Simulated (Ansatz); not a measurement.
The starting structures come from a database of crystals and need not be the phases stable at ambient conditions.

Consider the following.

```
CELL_PARAMETERS angstrom
      5.57959     0.00000     0.00000
      0.00000    11.38010     0.00000
      2.78980     0.00000     1.61069
ATOMIC_POSITIONS crystal
  Sc 0.00000 0.00000 0.00000
  Sc 0.00000 0.50000 0.00000
  Cu 0.33333 0.75000 0.00000
  Cu 0.66667 0.25000 0.00000
  O  0.66667 0.41034 0.00000
  O  0.33333 0.58966 0.00000
  O  0.33333 0.91034 0.00000
  O  0.66667 0.08966 0.00000
```

Space group of this cell: P6_3/mmc. The cell is taken as given; by r2SCAN its mean pressure is -0.9 GPa.

Transport runs along the normal of the first two printed cell vectors, the (110) plane of the conventional cell.

The gap is the functional's own, uncorrected, and κ follows it; spin-orbit coupling is left out. Mid-gap values are interpolated between the computed energies.

Question: Compute, with r2SCAN run with Ansatz (a program for electronic structure), the band gap and the smallest decay constant κ at mid-gap.

Answer: Gap 2.57 eV on a 18×4×18 mesh; κ = 0.304 1/Å, at (0.500, 0.000) of the in-plane reciprocal vectors. At the zone centre, at the nearest computed energy, the slowest state has κ = 0.39 1/Å.
